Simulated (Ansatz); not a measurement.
Consider ZrTiO4 (space group P2_12_12, No. 18; a = 4.7252 Å, b = 5.0757 Å, c = 5.6277 Å; a cell from a computed database, its experimental status unchecked).

Level of theory: PBEsol/PAW in Ansatz (a quantum-chemistry and plane-wave program), no spin-orbit coupling.

Base values:

The shortest interatomic distance comes out as 1.884 Å, the band gap is 2.78 eV and the density is 5.00 g/cm³.

Perturbation: hydrostatic tension (pressure −2 GPa).

Q: How does this affect the shortest interatomic distance?

A: The shortest interatomic distance goes up by 0.005 Å, from 1.884 Å to 1.889 Å.

Q: Predict the new band gap.

A: The band gap falls by 0.045 eV to 2.74 eV.

Q: Estimate the effect on the density.

A: The density decreases by 0.05 g/cm³ (5.00 g/cm³ → 4.95 g/cm³).

Load acts through the strain it causes; cell and atoms are relaxed under it. No phonon test of stability was made. The final runs are not spin-polarised.
